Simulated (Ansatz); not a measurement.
TiO2, pressure series

The parent structure is TiO₂ in the anatase structure (space group I4_1/amd, No. 141; a = 3.778 Å, c = 9.584 Å).

Cell and atoms are relaxed at each pressure.

Method: Ansatz (a first-principles code) r2SCAN, no SOC.

Notes on the quantities. enthalpy: H = E + PV relative to the base's energy.

```csv
change,lattice parameter a,enthalpy,smallest direct gap
base,3.778 Å,–,2.87 eV
pressure −2 GPa,3.785 Å,-0.14 eV/atom,2.85 eV
pressure −1 GPa,3.781 Å,-0.07 eV/atom,2.86 eV
pressure 0.3 GPa,3.777 Å,+0.02 eV/atom,2.87 eV
pressure 0.7 GPa,3.776 Å,+0.05 eV/atom,2.87 eV
pressure 1.5 GPa,3.773 Å,+0.11 eV/atom,2.88 eV
pressure 3 GPa,?,+0.21 eV/atom,?
pressure 5 GPa,3.763 Å,+0.35 eV/atom,2.90 eV
pressure 7.5 GPa,3.757 Å,+0.52 eV/atom,2.91 eV
pressure 10 GPa,3.751 Å,+0.69 eV/atom,2.92 eV
```

Question: Fill in the withheld entries from the trend.

Answer: 
- pressure 3 GPa, lattice parameter a: 3.768 Å
- pressure 3 GPa, smallest direct gap: 2.89 eV

Load acts through the strain it causes; cell and atoms are relaxed under it. Stability against distortions was not tested. Competing high-pressure phases were not computed. The final runs are not spin-polarised.
